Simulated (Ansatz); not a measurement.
# A computed series for GaN: response to strain

The reference is GaN in the wurtzite structure (space group P6_3mc, No. 186).

```
CELL_PARAMETERS angstrom
      3.21837     0.00000     0.00000
     -1.60918     2.78719     0.00000
      0.00000     0.00000     5.24320
ATOMIC_POSITIONS crystal
  Ga 0.33333 0.66667 0.00014
  Ga 0.66667 0.33333 0.50014
  N  0.33333 0.66667 0.37686
  N  0.66667 0.33333 0.87686
```

Strains are applied to the cell and any free atomic positions relax.

Level of theory: PBE (Ansatz, an electronic-structure program; PAW; 420 eV plane waves; no spin-orbit coupling).

Notes on the quantities. pressure: mean of the normal stresses, compression positive.

| isotropic strain (%) | pressure (GPa) |
|---|---|
| -3 | 19.3 |
| -2.4 | 14.8 |
| -1.8 | 10.6 |
| -1.2 | ? |
| -0.6 | 3.2 |
| 0 | 0.0 |

Problem. Fit P = P₀ − Bδ + Cδ² with δ = (1 + ε)³ − 1 to the rows shown and predict the withheld row.

Solution. Least squares on the printed values gives P₀ = 0.0 GPa, B = 167 GPa (at held cell shape), C = 614 GPa (largest residual 0.0 GPa); this predicts 6.7 GPa, and the run gives 6.8 GPa, in agreement.

Whether these cells are dynamically stable was not tested.
